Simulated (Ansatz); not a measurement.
Consider Pt in the fcc (Cu type) structure (space group Fm-3m, No. 225; relaxed with 0.1 eV smearing).

```yaml
crystal:
  lattice:
    - [0.00000, 1.97088, 1.97088]
    - [1.97088, 0.00000, 1.97088]
    - [1.97088, 1.97088, 0.00000]
  atoms:
    - { symbol: Pt, position: [0.00000, 0.00000, 0.00000] }
```

Cartesian axes are those of the cell as printed.

All numbers come from DFT with r2SCAN, PAW potentials and a 500 eV plane-wave cutoff in Ansatz (an electronic-structure program), scalar-relativistic without spin-orbit coupling.

Modification: the symmetric strain tensor [-0.0088 -0.0039 0.0049; -0.0039 -0.0032 0.0128; 0.0049 0.0128 0.0072]; the atoms relax in the strained cell.

Q: How does this affect the stress?

A: The stress (xx, yy, zz, yz, xz, xy; compression positive) is (1.9, 1.9, 0.9, -1.6, -0.7, 0.7) GPa.

No phonon test of stability was made. All final runs are without spin polarisation.
